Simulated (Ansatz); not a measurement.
The reference is W in the bcc (W type) structure (space group Im-3m, No. 229; a = 3.169 Å; relaxed with 0.1 eV smearing).

Computed with Kohn–Sham DFT with the r2SCAN functional, run in Ansatz (a first-principles code) with PAW and 500 eV plane waves, without spin-orbit coupling.

Strains are applied to the cell and any free atomic positions relax.

One change was made to it. Results:

| quantity | base | after |
|---|---|---|
| pressure | 0.0 GPa | -20.3 GPa |
| energy relative to the base (free energy F) | 0 meV/atom | +83 meV/atom |

Question: Name the change that was made.
(A) isotropic strain +2.00 %
(B) isotropic strain +2.50 %
(C) isotropic strain +1.50 %

Answer: B, isotropic strain +2.50 %. For comparison, the energy relative to the base in the other runs: isotropic strain +1.50 % gives +31 meV/atom; isotropic strain +2.00 % gives +54 meV/atom.

Whether these cells are dynamically stable was not tested. The final runs are not spin-polarised.
